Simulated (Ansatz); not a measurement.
**A computed series for Ge: response to strain**

The parent structure is Ge in the diamond structure (space group Fd-3m, No. 227; a = 5.674 Å). Axes: x, y, z lie along the cube axes.

Strains are applied to the cell and any free atomic positions relax; under biaxial strain the out-of-plane vector relaxes too.

Method: DFT with r2SCAN, PAW potentials and a 500 eV plane-wave cutoff in Ansatz (a first-principles code), no SOC.

| variant | gap character | band gap | shortest interatomic distance | smallest direct gap |
|---|---|---|---|---|
| base | direct at Γ | 0.36 eV | 2.457 Å | 0.36 eV |
| biaxial strain −2.50 %, plane normal [111], relaxed out of plane | indirect, Γ → L | ? | ? | 0.56 eV |
| biaxial strain −2.08 %, plane normal [111], relaxed out of plane | indirect, Γ → L | 0.35 eV | 2.422 Å | ? |
| biaxial strain −1.67 %, plane normal [111], relaxed out of plane | indirect, Γ → L | 0.37 eV | 2.429 Å | 0.52 eV |
| biaxial strain −1.25 %, plane normal [111], relaxed out of plane | indirect, Γ → L | 0.39 eV | 2.436 Å | 0.49 eV |
| biaxial strain −0.83 %, plane normal [111], relaxed out of plane | indirect, Γ → L | 0.41 eV | 2.443 Å | 0.45 eV |
| biaxial strain −0.42 %, plane normal [111], relaxed out of plane | direct at Γ | 0.41 eV | ? | – |

### Question
Fill in the withheld entries from the trend.

### Answer

- biaxial strain −2.50 %, plane normal [111], relaxed out of plane, band gap: 0.33 eV
- biaxial strain −2.50 %, plane normal [111], relaxed out of plane, shortest interatomic distance: 2.415 Å
- biaxial strain −2.08 %, plane normal [111], relaxed out of plane, smallest direct gap: 0.54 eV
- biaxial strain −0.42 %, plane normal [111], relaxed out of plane, shortest interatomic distance: 2.450 Å

Stability against distortions was not tested. The real Ge has an indirect gap at ambient pressure; r2SCAN orders its close-lying valleys differently. Labels are those of the standard path for the cell's own space group.
